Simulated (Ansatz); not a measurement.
# Phonons of MgO (rock salt, Fm-3m) at temperature

Method: the stochastic self-consistent harmonic approximation in a 3×3×3 supercell, PBEsol in Ansatz (a first-principles code). The cell is fixed at its relaxed static size. Melting and transitions to other phases are not modelled. An odd repeat of the supercell leaves out some zone-boundary points, where instabilities often lie. Frequencies in cm⁻¹ at q = (0.00, 0.00, 0.33) (fractions of the primitive reciprocal vectors), each column in ascending order, rows equal in every column written once; i marks an imaginary mode. The auxiliary (Gaussian) frequencies are positive by construction; the free-energy Hessian decides stability.

```csv
harmonic,Gaussian 300 K,Hessian 300 K,Gaussian 1500 K,Hessian 1500 K
225,231,224,246,220
370,381,371,408,368
409,412,409,420,405
633,639,633,653,631
```

```
Quantity                                                                       Result
--------------------------------------------------------------------  ---------------
pressure at 300 K in this cell                                        2.55 ± 0.01 GPa
pressure at 1500 K in this cell                                       9.26 ± 0.03 GPa
pressure near 300 K by path-integral sampling of the fitted surface          2.59 GPa
pressure near 1500 K by path-integral sampling of the fitted surface         9.75 GPa
static pressure                                                              0.00 GPa
```

Over all wave vectors of the supercell the softest harmonic mode is 225 cm⁻¹ at q = (0.00, 0.00, 0.33); the softest of the Hessian is 224 cm⁻¹ at q = (0.00, 0.00, 0.33) at 300 K (error under 1; the run's verdict: stable), 220 cm⁻¹ at q = (0.00, 0.00, 0.33) at 1500 K (error under 1; the run's verdict: stable).
